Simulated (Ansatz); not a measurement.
# TaS2 in the CdI2 type structure (space group P-3m1, No. 164; layered, stacked along the Cartesian z axis)

```cif
data_S2Ta
_chemical_formula_sum 'Ta1 S2'
_space_group_name_H-M_alt 'P-3m1'
_space_group_IT_number 164
_space_group_name_Hall '-P 3 2"'
_cell_length_a 3.27467
_cell_length_b 3.27467
_cell_length_c 5.58770
_cell_angle_alpha 90.000
_cell_angle_beta 90.000
_cell_angle_gamma 120.000
loop_
_atom_site_label
_atom_site_type_symbol
_atom_site_symmetry_multiplicity
_atom_site_Wyckoff_symbol
_atom_site_fract_x
_atom_site_fract_y
_atom_site_fract_z
_atom_site_occupancy
Ta1 Ta 1 a 0.00000 0.00000 0.00000 1
S1 S 2 d 0.33333 0.66667 0.27745 1
```

Calculations: Kohn–Sham DFT with the PBEsol-D3(BJ) functional, run in Ansatz (a first-principles code) with PAW and 420 eV plane waves, no spin-orbit coupling. k-mesh 16×16×9 (Γ-centred); smearing 0.05 eV (Fermi–Dirac).

The volume per atom is 17.30 Å³ and the density is 7.84 g/cm³. The band gap comes out as zero and the total energy is -3860.259 eV/atom (σ→0; compares only within this code and set-up).

Stability against distortions was not tested. The final runs are not spin-polarised. An odd electron count without spin: TaS2.
